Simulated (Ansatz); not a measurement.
The parent structure is Sc in the hcp (Mg type) structure (space group P6_3/mmc, No. 194; a = 3.329 Å, c = 5.192 Å).

Computed with plane-wave PAW DFT at the r2SCAN level (Ansatz, a program for electronic structure, 500 eV), no spin-orbit coupling.

Before the change:

The lattice parameter a comes out as 3.329 Å.

Modification: full substitution Sc → Y, then cell and atoms are relaxed.

Question: How does this affect the lattice parameter a?

Answer: The lattice parameter a rises by 0.353 Å, from 3.329 Å to 3.682 Å.

Whether these cells are dynamically stable was not tested. All final runs are without spin polarisation.
